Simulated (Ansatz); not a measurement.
Cost and result by functional for the surface energy of the (311) surface of fcc Sr in its 1x1 cell, outermost plane spacing 1.82 Å in the ideal cut, in Ansatz (plane waves, PAW). Single points on the PBE structure, on one kind of machine; costs are rough ratios of the slab run's core time (references not counted) to the cheapest single point. r2SCAN's cost holds its higher cutoff (500 against 420 eV). Differences are taken against r2SCAN for comparison alone: no measured value is at hand, so the table doesn't rank accuracy.

Set-up: 7 atoms, 10.9 Å thick at the start; mesh 9x6x1; 0.1 eV smearing; dipole correction on; all atoms relaxed; held to the part of the start's symmetry that mesh and held atoms allow; no spin, no spin-orbit, no U. These notes are the PBE run's.

```
functional                     relative cost  surface energy (J/m²)  less r2SCAN (J/m²)
-----------------------------  -------------  ---------------------  ------------------
RPBE                                       1                   0.36               -0.08
PBEsol                                     1                   0.44                0.00
LDA                                        1                   0.45                0.01
r2SCAN                                     3                   0.44                0.00
PBE (the relaxed run's value)              –                   0.40               -0.04
```

The values span 0.09 J/m², while the single points' costs differ by a factor of roughly 3. Differences are of unrounded values.

Ansatz is a first-principles code.
